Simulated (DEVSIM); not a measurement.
Device: illuminated GaAs p-on-n cell, one wavelength, at 300 K.

```tsv
layer (left to right)	material	thickness (μm)	Nd (cm⁻³)	Na (cm⁻³)	τn (s)	τp (s)	absorption coefficient (cm⁻¹)
1	GaAs	0.500	-	8.8e17	6.7e-9	2.6e-9	15000
2	GaAs	2.50	1.4e15	-	3.2e-8	3.2e-8	15000
```

Left contact: ohmic, minority electron recombination velocity 60000 cm/s. Right contact: ohmic, minority hole recombination velocity 20000 cm/s. Voltage is applied to the left contact. Recombination: SRH at mid-gap, radiative, Auger. Light enters at the left, 5e17 photons cm⁻² s⁻¹, one pass, no reflection. Mobility is μmin + (μ − μmin)/(1 + (N/Nref)^α).

The device is made up for the run: typed textbook-type constants, with dimensions and the other settings drawn at random. Values at 300 K.

| parameter | GaAs |
|---|---|
| gap (eV) | 1.424 |
| affinity (eV) | 4.07 |
| permittivity | 12.9 |
| Nc (cm⁻³) | 4.7e17 |
| Nv (cm⁻³) | 9e18 |
| μn (cm²/Vs) | 8500 |
| μp (cm²/Vs) | 400 |
| μn,min | 500 |
| μp,min | 20 |
| Nref,n | 6e16 |
| Nref,p | 1.5e17 |
| αn | 0.39 |
| αp | 0.38 |
| B (cm³/s) | 2e-10 |
| Cn (cm⁶/s) | 1e-30 |
| Cp (cm⁶/s) | 1e-30 |

Simulated with DEVSIM: 1D drift-diffusion, Boltzmann statistics, complete ionisation; no tunnelling, impact ionisation, image-force lowering or self-heating.

Base results: open-circuit voltage (V) 0.940; dark forward voltage at 1 A/cm² (V) 1.013; short-circuit current (mA/cm²) 77.3; fill factor 0.85.

**Question.** What follows from this one change: recombination velocity at the left contact 60000 → 10000 cm/s?

**Answer.** open-circuit voltage little changed (0.941 V); dark forward voltage at 1 A/cm² little changed (1.014 V); short-circuit current 77.3 → 78.1 mA/cm²; fill factor little changed (0.85).

**Question.** What follows from this one change: thickness of layer 1 0.5 → 2.5 μm?

**Answer.** open-circuit voltage 0.940 → 0.935 V; dark forward voltage at 1 A/cm² little changed (1.013 V); short-circuit current 77.3 → 62.0 mA/cm²; fill factor 0.85 → 0.86.

**Question.** What follows from this one change: doping Nd of layer 2 1.4e+15 → 1.4e+14 cm^-3?

**Answer.** open-circuit voltage 0.940 → 0.883 V; dark forward voltage at 1 A/cm² 1.013 → 0.963 V; short-circuit current 77.3 → 78.0 mA/cm²; fill factor little changed (0.85).

**Question.** What follows from this one change: constant mobility in place of the doping-dependent one?

**Answer.** open-circuit voltage little changed (0.940 V); dark forward voltage at 1 A/cm² little changed (1.012 V); short-circuit current 77.3 → 78.2 mA/cm²; fill factor little changed (0.85).
